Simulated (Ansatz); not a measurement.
Results of LDA in Ansatz (PAW) for Ge (Fd-3m, No. 227, 34 atoms in the cell; start mp-1198022).

Run with plane-wave cutoff 520 eV, 4×4×4 k mesh, Fermi–Dirac smearing 0.01 eV, scalar-relativistic PAW data made under PBE.

Cell (relaxed at this level):

Space group Fd-3m, origin choice 1 (No. 227); a = b = c = 15.101 Å, α = β = γ = 90.00°

| atom | site | symmetry | x | y | z |
|---|---|---|---|---|---|
| Ge | 8a | -43m | 0.0000 | 0.0000 | 0.0000 |
| Ge | 32e | .3m | 0.3420 | 0.3420 | 0.3420 |
| Ge | 96g | ..m | 0.0575 | 0.0575 | 0.7546 |
(The calculation used a cell of 34 atoms; values per cell refer to that cell.)

Give the computed band gap and Γ–Γ gap.


- band gap: 0.73 eV (direct)
- Γ–Γ gap: 1.27 eV

Spin–orbit coupling is not included.

Static lattice: no zero-point or thermal effects.

Cost on a shared machine: about 5 core-minutes (a rough figure).

A start named mp-… is a Materials Project structure, which need not be a measured phase.

Ansatz is a first-principles code.
